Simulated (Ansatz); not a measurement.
Ansatz (a quantum-chemistry and plane-wave program) run on AlAu (Pm-3m, 2 atoms in the cell): zone-centre phonon calculation.

Method: LDA (PW92), default PAW files made with PBE (plane waves; Ansatz).

```yaml
crystal:
  lattice:
    - [3.21427, 0.00000, 0.00000]
    - [0.00000, 3.21427, 0.00000]
    - [0.00000, 0.00000, 3.21427]
  atoms:
    - { symbol: Al, position: [0.00000, 0.00000, 0.00000] }
    - { symbol: Au, position: [0.50000, 0.50000, 0.50000] }
```

Reference input (self-consistent single point, DFT, LDA (PW92), plane waves, default PAW files made with PBE): basis.ecutwfc = 420 eV; kpoints.mp_grid.grid = 10 10 10; hamiltonian.xc = lda; hamiltonian.pseudopotentials = {kind: paw} (the program's default PAW files); scf.occupations.method = gaussian; scf.occupations.width = 0.1 eV. This run's input differs from it in these lines:

Ansatz 0.2 input:
```diff
@@ -12,3 +12,3 @@
 kpoints:
-  mp_grid: { grid: [10, 10, 10] }
+  mp_grid: { grid: [8, 8, 8] }
 hamiltonian:
@@ -18,6 +18,4 @@
   occupations: { method: gaussian, width: 0.1 }
-output:
-  forces: true
-  eigenvalues: true
-  stress: true
+phonons:
+  method: dfpt
```

The program printed (abridged):

```
SCF iter   1: F=—  HF=-13378.379639 eV  |F-HF|=—  |Δ(HF+E_count)|=         —  Δρ=5.94e-3  dr2=6.51e-3  ethr=1.77e-3  ⟨swp⟩=4.7  Hψ=5258  notcnv=0
all-band conjugate gradients solve this SCF's bands
preconditioner: auto → none
SCF iter   2: F=—  HF=-13378.379175 eV  |F-HF|=—  |Δ(HF+E_count)|=   4.64e-4  Δρ=3.41e-3  dr2=2.30e-3  ethr=2.96e-5  ⟨swp⟩=1.0  Hψ=1727  notcnv=0
   [... lines left out ...]
SCF iter   5: F=—  HF=-13378.378762 eV  |F-HF|=—  |Δ(HF+E_count)|=   4.58e-6  Δρ=7.33e-5  dr2=1.31e-6  ethr=1.27e-7  ⟨swp⟩=2.8  Hψ=1863  notcnv=0
SCF iter   6: F=—  HF=-13378.378751 eV  |F-HF|=—  |Δ(HF+E_count)|=   1.07e-5  Δρ=6.62e-6  dr2=1.53e-8  ethr=5.95e-9  ⟨swp⟩=2.8  Hψ=1992  notcnv=0
SCF iter   7: F=—  HF=-13378.378751 eV  |F-HF|=—  |Δ(HF+E_count)|=   2.50e-9  Δρ=6.99e-7  dr2=1.81e-10  ethr=6.98e-11  ⟨swp⟩=2.5  Hψ=1868  notcnv=0
SCF iter   8: F=-13378.378751 eV  HF=-13378.378751 eV  |F-HF|=3.64e-12  |Δ(HF+E_count)|=  5.46e-12  Δρ=2.54e-8  dr2=1.07e-13  ethr=1.00e-12  ⟨swp⟩=5.8  Hψ=4668  notcnv=0
SCF 1 converged in 8 iterations: F = -13378.378751 eV  dr2 = 1.07e-13
DFPT response loops at Γ: preconditioner auto → Kerker (q_TF=auto, 2.547 Å⁻¹) (partly filled bands, converged f_vac=0.000) …
Free energy (F): -13378.378751 eV
Internal energy: -13378.374509 eV  (E = F + TS)
E sigma→0 (E₀):  -13378.376630 eV
Entropy (-TS):   -0.004242 eV (-2.121 meV/atom)
Fermi energy:    15.096695 eV
--- Phonons (Γ-DFPT): 2 representative perturbations + reference, on 75 of 512 k-points (Σ response iterations 7) ---
  k mesh reduced under 8 symmetry operations, with k and −k counted as one. Each operation leaves every solved perturbation unchanged …
  ASR residual: 1.228e-5 → 0.000e0 eV/Å²; symmetrization residual: 2.185e-6 eV/Å²
  ASR residual per site (eV/Å²): 4.86e-6 1.23e-5
  Γ frequencies (cm⁻¹): 0.00 0.00 0.00 114.48 114.48 114.48
  non-analytic LO–TO correction: not included (Born effective charges unavailable; polar crystals: no LO–TO splitting at Γ)
```

The run converged in 8 iterations. 

Summary of the result:
- Free energy E − TS (on the zero of these files): -13378.3788 eV
- Fermi level (on the code's own zero): 15.10 eV
- Zone-centre frequencies (cm⁻¹; negative means imaginary): 0, 0, 0, 114, 114, 114

The starting cell comes from a database of computed structures (which also holds hypothetical and non-ambient phases and stackings), without a prior relaxation at this level. Its lattice was rescaled by up to half a per cent.
